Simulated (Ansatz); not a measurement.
**Sc under a change: tensor shear ε_xz = +1.71 %**

The parent structure is Sc in the hcp (Mg type) structure (space group P6_3/mmc, No. 194; a = 3.2754 Å, c = 5.1051 Å; relaxed with 0.1 eV smearing). Axes: x lies along a and z along c of the hexagonal cell.

Perturbation: tensor shear ε_xz = +1.71 % (engineering shear γ = 0.0342), atoms relaxed at fixed cell.

Calculations: Ansatz (an electronic-structure program) PBEsol, no spin-orbit coupling. k-mesh 20×20×12 (Γ-centred); smearing 0.1 eV (Fermi–Dirac).

```csv
quantity,base,changed,shift
volume per atom,23.71 Å³,23.71 Å³,-0.007 Å³
energy relative to the base (free energy F),0 meV/atom,+2.8 meV/atom,+2.8 meV/atom
band gap,zero,zero,–
"stress (xx, yy, zz, yz, xz, xy; compression positive)",–,"(0.0, 0.0, 0.1, 0.0, -1.1, 0.0) GPa",–
```

Final structure:

```
Sc
1.0
    3.27535     0.00000     0.05601
   -1.63768     2.83654    -0.02800
    0.08730     0.00000     5.10512
Sc
2
Direct
  0.66621   0.33242   0.25000
  0.33379   0.66758   0.75000
```

Cost of the whole job for the changed cell (relaxation, final SCF and bands): around 90 core-seconds (rough).

The cells carry an imposed strain or load. No phonon test of stability was made. All final runs are without spin polarisation.
